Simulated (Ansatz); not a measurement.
**A computed series for C: response to strain**

Consider C in the diamond structure (space group Fd-3m, No. 227).

```yaml
crystal:
  lattice:
    - [0.00000, 1.78014, 1.78014]
    - [1.78014, 0.00000, 1.78014]
    - [1.78014, 1.78014, 0.00000]
  atoms:
    - { symbol: C, position: [0.00000, 0.00000, 0.00000] }
    - { symbol: C, position: [0.25000, 0.25000, 0.25000] }
```

Cartesian axes are those of the cell as printed.

Strains are applied to the cell and any free atomic positions relax.

Method: r2SCAN/PAW in Ansatz (a program for electronic structure), no spin-orbit coupling.

Candidates:
(a) isotropic strain +3.17 %
(b) strain tensor (xx, yy, zz, yz, xz, xy) = (−1.25, −2.10, −1.21, −0.75, +0.12, −1.59) %
(c) isotropic strain −5.36 %

Base values:

```
Item       Result
--------  -------
Band gap  4.36 eV
```

Task: Order them by band gap, lowest first.

Result: (a) isotropic strain +3.17 % (4.15 eV), (b) strain tensor (xx, yy, zz, yz, xz, xy) = (−1.25, −2.10, −1.21, −0.75, +0.12, −1.59) % (4.19 eV), (c) isotropic strain −5.36 % (4.77 eV)

No phonon test of stability was made.
